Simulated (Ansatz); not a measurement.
A computed series for BeTe: response to strain

The parent structure is BeTe in the zinc blende structure (space group F-43m, No. 216; a = 5.604 Å). Axes: x, y, z lie along the cube axes.

Strains are applied to the cell and any free atomic positions relax; under biaxial strain the out-of-plane vector relaxes too.

Calculations: DFT with PBEsol, PAW potentials and a 420 eV plane-wave cutoff in Ansatz (a first-principles code), spin-orbit coupling left out.

Notes on the quantities. energy relative to the base: free energy F.

```json
[
 {"biaxial strain, plane normal [111], relaxed out of plane (%)": "-2.5", "energy relative to the base (meV/atom)": "13.0"},
 {"biaxial strain, plane normal [111], relaxed out of plane (%)": "-2.08", "energy relative to the base (meV/atom)": "9.0"},
 {"biaxial strain, plane normal [111], relaxed out of plane (%)": "-1.67", "energy relative to the base (meV/atom)": "5.7"},
 {"biaxial strain, plane normal [111], relaxed out of plane (%)": "-1.25", "energy relative to the base (meV/atom)": "3.2"},
 {"biaxial strain, plane normal [111], relaxed out of plane (%)": "-0.83", "energy relative to the base (meV/atom)": "?"},
 {"biaxial strain, plane normal [111], relaxed out of plane (%)": "-0.42", "energy relative to the base (meV/atom)": "0.4"},
 {"biaxial strain, plane normal [111], relaxed out of plane (%)": "0", "energy relative to the base (meV/atom)": "0.0"}
]
```

Q: Fit ΔE = Aε² + Bε³ (ε in %) to the rows shown and predict the withheld row.

A: Least squares on the printed values gives A = 2.01 and B = -0.028 meV/atom (largest residual 0.0 meV/atom); this predicts 1.4 meV/atom, and the run gives 1.4 meV/atom, in agreement.

Stability against distortions was not tested.
